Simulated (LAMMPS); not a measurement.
MD of Ni (fcc) at zero pressure over temperature, 2048 atoms; each row names its start.

Method: classical MD, pair style adp, file Ni.adp, run in LAMMPS.

```json
[
 {"T (K), start": "100, crystal", "state": "crystal; no diffusion seen in 30 ps", "volume": "10.9274 ± 0.0001 Å³/atom", "enthalpy": "-4.4240 ± 0.0001 eV/atom", "first peak of g(r)": "2.49 Å, height 15.5", "coordination number": "12.0 (counted to 2.98 Å)", "D(Ni)": "-", "viscosity": "-"},
 {"T (K), start": "300, crystal", "state": "crystal; no diffusion seen in 30 ps", "volume": "10.9782 ± 0.0001 Å³/atom", "enthalpy": "-4.3716 ± 0.0001 eV/atom", "first peak of g(r)": "2.49 Å, height 9.3", "coordination number": "12.0 (counted to 2.98 Å)", "D(Ni)": "-", "viscosity": "-"},
 {"T (K), start": "780, crystal", "state": "crystal; no diffusion seen in 30 ps", "volume": "11.1196 ± 0.0001 Å³/atom", "enthalpy": "-4.2420 ± 0.0002 eV/atom", "first peak of g(r)": "2.49 Å, height 5.7", "coordination number": "12.0 (counted to 3.02 Å)", "D(Ni)": "-", "viscosity": "-"},
 {"T (K), start": "1040, crystal", "state": "crystal; no diffusion seen in 30 ps", "volume": "11.2100 ± 0.0003 Å³/atom", "enthalpy": "-4.1687 ± 0.0003 eV/atom", "first peak of g(r)": "2.49 Å, height 4.8", "coordination number": "12.0 (counted to 3.06 Å)", "D(Ni)": "-", "viscosity": "-"},
 {"T (K), start": "1300, crystal", "state": "crystal; no diffusion seen in 30 ps", "volume": "11.3148 ± 0.0005 Å³/atom", "enthalpy": "-4.0930 ± 0.0002 eV/atom", "first peak of g(r)": "2.49 Å, height 4.3", "coordination number": "12.0 (counted to 3.06 Å)", "D(Ni)": "-", "viscosity": "-"},
 {"T (K), start": "1560, crystal", "state": "crystal; no diffusion seen in 30 ps", "volume": "11.4392 ± 0.0010 Å³/atom", "enthalpy": "-4.0125 ± 0.0005 eV/atom", "first peak of g(r)": "2.49 Å, height 3.8", "coordination number": "12.1 (counted to 3.10 Å)", "D(Ni)": "-", "viscosity": "-"},
 {"T (K), start": "2070, crystal", "state": "crystal; no diffusion seen in 30 ps", "volume": "11.780 ± 0.002 Å³/atom", "enthalpy": "-3.8333 ± 0.0008 eV/atom", "first peak of g(r)": "2.48 Å, height 3.1", "coordination number": "12.5 (counted to 3.22 Å)", "D(Ni)": "-", "viscosity": "-"},
 {"T (K), start": "1560, melt", "state": "liquid", "volume": "12.076 ± 0.003 Å³/atom", "enthalpy": "-3.8290 ± 0.0006 eV/atom", "first peak of g(r)": "2.46 Å, height 2.9", "coordination number": "12.6 (counted to 3.30 Å)", "D(Ni)": "(1.68 ± 0.02) × 10^-5 cm²/s", "viscosity": "7 ± 2 mPa s"},
 {"T (K), start": "1730, melt", "state": "liquid", "volume": "12.265 ± 0.003 Å³/atom", "enthalpy": "-3.7600 ± 0.0007 eV/atom", "first peak of g(r)": "2.47 Å, height 2.8", "coordination number": "12.8 (counted to 3.38 Å)", "D(Ni)": "(2.77 ± 0.06) × 10^-5 cm²/s", "viscosity": "4.1 ± 0.5 mPa s"},
 {"T (K), start": "1900, melt", "state": "liquid", "volume": "12.449 ± 0.004 Å³/atom", "enthalpy": "-3.6926 ± 0.0010 eV/atom", "first peak of g(r)": "2.46 Å, height 2.6", "coordination number": "12.7 (counted to 3.38 Å)", "D(Ni)": "(4.32 ± 0.05) × 10^-5 cm²/s", "viscosity": "-"},
 {"T (K), start": "2160, melt", "state": "liquid", "volume": "12.7337 ± 0.0007 Å³/atom", "enthalpy": "-3.5917 ± 0.0003 eV/atom", "first peak of g(r)": "2.46 Å, height 2.5", "coordination number": "12.5 (counted to 3.38 Å)", "D(Ni)": "(6.31 ± 0.06) × 10^-5 cm²/s", "viscosity": "2.7 ± 0.1 mPa s"},
 {"T (K), start": "2420, melt", "state": "liquid", "volume": "12.986 ± 0.004 Å³/atom", "enthalpy": "-3.5018 ± 0.0010 eV/atom", "first peak of g(r)": "2.45 Å, height 2.3", "coordination number": "12.2 (counted to 3.38 Å)", "D(Ni)": "(9.1 ± 0.1) × 10^-5 cm²/s", "viscosity": "2.3 ± 0.1 mPa s"}
]
```

Measured linear expansion coefficient: 13.40 1e-6/K at 293 K (Kaye and Laby Online (NPL), 2.3.5 Thermal expansion).

Measured melting point: 1728 K (Wikipedia, Melting points of the elements (data page)).

Caution (row 2070, crystal): this crystal lies over the melting point of about 1800 K that EAM-type Ni.adp gives, so it is superheated.

Caution (rows 1560, melt; 1730, melt): this liquid lies under the melting point of about 1800 K that EAM-type Ni.adp gives, so it is undercooled.

From the crystal rows between 100 and 300 K, estimate the mean linear expansion coefficient and the heat capacity. The slope of ln V over three gives 7.7 × 10^-6 /K, and dH/dT = 3.0 kB/atom. Nuclei are classical here, so the heat capacity stays near 3 kB/atom, where a real crystal's falls off below its Debye temperature.

Fit an Arrhenius law to the diffusion of Ni in the liquid. ln D against 1/T from 1560 to 2420 K gives an activation energy of 0.63 eV and D0 = 0.0019 cm²/s.

Estimate the activation energy of viscous flow. About 0.41 eV from ln η against 1/T.

States go by the mean squared displacement: a species diffuses where it passes 1.5 Å², still rises and gives D over 1e-6 cm²/s; a crystal has left its structure where atoms lie 0.35 Å off their sites on average or a cubic box changes its shape by 3 %, or the axial ratios of another lie 8 % off the starting cell's, which the potential's own relaxation can also do.

Errors of D are the spread over four groups of atoms in one short run; a floor of about 5 %, a picked value, is safer.

Uncertainties are statistical and leave out the potential's own error.
